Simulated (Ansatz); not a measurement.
A (6,2) carbon nanotube has 104 atoms in a period of 15.404 Å, a mean diameter of 5.75 Å, and lies 242 meV/atom over the flat sheet relaxed at the same level.

All values below come from PBE (plane waves to 420 eV, PAW; Ansatz, a quantum-chemistry and plane-wave program). Mesh 1×1×6. No spin polarisation. Periodic along z alone, with about 11 Å of vacuum beside it. An idealised model, rolled from the flat sheet. Symmetry and one short period hold its shape; lower forms weren't sought.

Which bending rigidity of the sheet does this imply in the thin-plate picture?

A plate bent to radius R stores D/(2R²) an area. The area an atom is π × 5.75 × 15.404/104 = 2.68 Å², so the stored energy is 0.242/2.68 = 0.0903 eV/Å². With R = 2.875 Å, D = 2R² × 0.0903 = 1.5 eV. At this curvature the harmonic plate is a rough guide.
